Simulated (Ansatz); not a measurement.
The parent structure is Se (space group P3_121, No. 152; a = 4.506 Å, c = 4.991 Å; made of chains). Axes: x lies along a and z along c of the hexagonal cell.

Calculations: Ansatz (a quantum-chemistry and plane-wave program), r2SCAN, PAW, cutoff 500 eV, without spin-orbit coupling.

Base values:

The gap character is indirect, L → H. The volume per atom comes out as 29.25 Å³ and the band gap comes out as 1.33 eV.

Perturbation: compressive biaxial strain of 0.57 % in the plane normal to [001], as in epitaxy on a mismatched substrate; the out-of-plane cell vector and the atoms relax.

Estimate the effect on the gap character, volume per atom and band gap.

The gap character is still indirect, L → H; the volume per atom falls by 0.27 Å³, from 29.25 Å³ to 28.98 Å³; the band gap drops by 0.04 eV (1.33 eV → 1.29 eV).

Semilocal Kohn–Sham gaps tend to fall short of experiment. Whether these cells are dynamically stable was not tested. No dispersion term is included, though the crystal is made of layers, chains or molecules, so its spacings can come out too wide.
